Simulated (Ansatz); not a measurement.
**Pressure series in TiC**

Take TiC in the rock salt structure (space group Fm-3m, No. 225; a = 4.329 Å) as the base.

Cell and atoms are relaxed at each pressure.

Computed with r2SCAN/PAW in Ansatz (a first-principles code), spin-orbit coupling left out, earlier PAW set.

```
pressure (GPa)  volume per atom (Å³/atom)
--------------  -------------------------
-2                                 10.216
-1                                 10.176
0                                  10.137
0.9                                10.103
2.1                                     ?
4.5                                 9.971
9                                   9.816
22.5                                9.414
30                                  9.220
```

**Question.** Fit the third-order Birch–Murnaghan form P(V) = (3B₀/2)[(V₀/V)^(7/3) − (V₀/V)^(5/3)]·[1 + (3/4)(B₀′ − 4)((V₀/V)^(2/3) − 1)] (squares taken in P) to the rows shown and predict the withheld row.

**Answer.** Least squares on the printed values gives V₀ = 10.137 Å³/atom, B₀ = 263 GPa, B₀′ = 3.9; this predicts 10.058 Å³/atom, and the run gives 10.058 Å³/atom, in agreement.

Load acts through the strain it causes; cell and atoms are relaxed under it. Stability against distortions was not tested. No other phases were tried under pressure. All final runs are without spin polarisation.
